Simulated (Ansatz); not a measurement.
# CO on the 1x1 (111) surface of fcc Ir, one in a 2x2 cell, started at the site 'top Ir'

Method: r2SCAN, at the PBE geometry (plane waves to 500 eV, PAW; Ansatz, a program for electronic structure).

Model: 18-atom slab, 6.6 Å thick at the start under the adsorbate (thin: gaps and levels are the slab's own), 6x6x1 mesh, Fermi-Dirac 0.1 eV, dipole correction, single point; on the structure that PBE left under its start's symmetry; no spin, no spin-orbit, no U, no dispersion correction. At the end it is bonded to Ir. In PBE it is, or lies within 0.03 eV of, the lowest of the starts that converged; the order may differ at this level.

```
Property                                                                                                                   Value
--------------------------------------------------------------------------------------  ----------------------------------------
adsorption energy against CO(g) at the same level                                                                       -2.11 eV
work function of the top face                                                                                            5.88 eV
change of the work function                                                                                              0.34 eV
change of the step from the bottom to the top vacuum level, against the clean slab                                       0.33 eV
height of the binding atom over the mean of the host atoms within 0.3 Å of the top one                                   2.027 Å
nearest host atoms of the binding atom                                                  Ir at 1.84 Å, Ir at 3.44 Å, Ir at 3.44 Å
cost                                                                                     about 2.8 core-minutes (a rough figure)
```

A negative adsorption energy means that the adsorbate is more stable on the surface than in its reference.
